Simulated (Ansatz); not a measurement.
This concerns the energy change from cell B to cell A (1 Pd replaced by In, in a slab cell with four atoms a plane). Reaction: cell B + In (I4/mmm) → cell A + Pd (fcc). A negative value means that the right-hand side lies lower.

Cell A: a slab of Ag (fcc, Fm-3m) cut along (111), 24 atoms, hexagonal cell of 5.87 Å (29.8 Å²), symmetry P3m1 within 0.02 Å, 12.2 Å thick under 16 Å of vacuum, in-plane vectors held at the crystal's; planes from bottom to top: Ag4 × 5 | InAg3; added, foreign or displaced atoms, within the planes: In bound to 9 Ag at 2.94–3.16 Å; spin state with PBE: run without spin, k-point mesh 9×9×1.
```
CELL_PARAMETERS angstrom
      5.86684     0.00000     0.00000
      2.93342     5.08083     0.00000
      0.00000     0.00000    27.97564
ATOMIC_POSITIONS crystal
  Ag 0.16668 0.16668 0.28617
  Ag 0.66664 0.16668 0.28617
  Ag 0.16668 0.66664 0.28617
  Ag 0.66667 0.66667 0.28641
  Ag 0.83346 0.33308 0.37151
  Ag 0.33333 0.33333 0.37142
  Ag 0.83346 0.83346 0.37151
  Ag 0.33308 0.83346 0.37151
  Ag 0.00000 0.00000 0.45675
  Ag 0.49991 0.00018 0.45645
  Ag 0.00018 0.49991 0.45645
  Ag 0.49991 0.49991 0.45645
  Ag 0.16691 0.16691 0.54204
  Ag 0.66618 0.16691 0.54204
  Ag 0.16691 0.66618 0.54204
  Ag 0.66667 0.66667 0.54179
  Ag 0.83354 0.33293 0.62753
  Ag 0.33333 0.33333 0.62776
  Ag 0.83354 0.83354 0.62753
  Ag 0.33293 0.83354 0.62753
  In 0.00000 0.00000 0.72279
  Ag 0.50010 0.99980 0.71398
  Ag 0.99980 0.50010 0.71398
  Ag 0.50010 0.50010 0.71398
```

Cell B: a slab of Ag (fcc, Fm-3m) cut along (111), 24 atoms, hexagonal cell of 5.87 Å (29.8 Å²), symmetry P3m1 within 0.02 Å, 11.9 Å thick under 16 Å of vacuum, in-plane vectors held at the crystal's; planes from bottom to top: Ag4 × 5 | Ag3Pd, its two faces unlike (dipole correction applied); added, foreign or displaced atoms, within the planes: Pd bound to 9 Ag at 2.81–2.94 Å; spin state with PBE: run without spin, k-point mesh 9×9×1.
```
CELL_PARAMETERS angstrom
      5.86684     0.00000     0.00000
      2.93342     5.08083     0.00000
      0.00000     0.00000    27.97564
ATOMIC_POSITIONS crystal
  Ag 0.16667 0.16667 0.28718
  Ag 0.66666 0.16667 0.28718
  Ag 0.16667 0.66666 0.28718
  Ag 0.66667 0.66667 0.28729
  Ag 0.83341 0.33317 0.37240
  Ag 0.33333 0.33333 0.37240
  Ag 0.83341 0.83341 0.37240
  Ag 0.33317 0.83341 0.37240
  Ag 0.00000 0.00000 0.45757
  Ag 0.50014 0.99972 0.45745
  Ag 0.99972 0.50014 0.45745
  Ag 0.50014 0.50014 0.45745
  Ag 0.16689 0.16689 0.54276
  Ag 0.66621 0.16689 0.54276
  Ag 0.16689 0.66621 0.54276
  Ag 0.66667 0.66667 0.54320
  Ag 0.83338 0.33324 0.62813
  Ag 0.33333 0.33333 0.62819
  Ag 0.83338 0.83338 0.62813
  Ag 0.33324 0.83338 0.62813
  Pd 0.00000 0.00000 0.70847
  Ag 0.49989 0.00023 0.71304
  Ag 0.00023 0.49989 0.71304
  Ag 0.49989 0.49989 0.71304
```

Reference: Pd (fcc, Fm-3m), 1 atom in the cell, k-point mesh 26×26×26 on the run's own vectors. Conventional cell: a = b = c = 3.945 Å, α = β = γ = 90.00°.

Reference: In (I4/mmm), 1 atom in the cell, k-point mesh 24×24×24 on the run's own vectors. Conventional cell: a = b = 3.418 Å, c = 4.712 Å, α = β = γ = 90.00°.

All numbers come from Ansatz (a first-principles code), plane waves with PAW, its PAW set soft_1, cutoff 420 eV, 500 eV for r2SCAN. The structures are at rest with PBE, within the held lattices; other levels are single points on them. Neutral cells; Fermi-Dirac smearing of at most 0.10 eV in the solids, energies taken to zero width. The lattices are those relaxed with PBE, so at other levels the solids can be strained, which adds to the spread. Larger cells are relaxed from a start prepared with the learned potential CHGNet till forces fall under 0.03 eV/Å, which some starts already meet. A dispersion term (D3(BJ), or D4 for r2SCAN) was computed beside these levels and is taken off wherever the name lacks it. Space groups of crystals are read within 0.01 Å. Nuclei at rest; no vibrational terms. The structures are the rest points that the relaxations reached, not proven lowest. The runs are scalar-relativistic, without spin-orbit coupling. Values are for these cell sizes. Cell A has symmetry P3m1 within 0.02 Å and got no random move, so less symmetric positions, which may lie lower, weren't tried. Cell B has symmetry P3m1 within 0.02 Å and got no random move, so less symmetric positions, which may lie lower, weren't tried.

Predict the value from PBE.

-0.57 eV, for cell B + In (I4/mmm) → cell A + Pd (fcc).

How does the value move with the functional?


```tsv
Method	value (eV)	less PBE
r2SCAN	-0.61	-0.04
```

The levels shown span only 0.04 eV, too little to tell them apart.
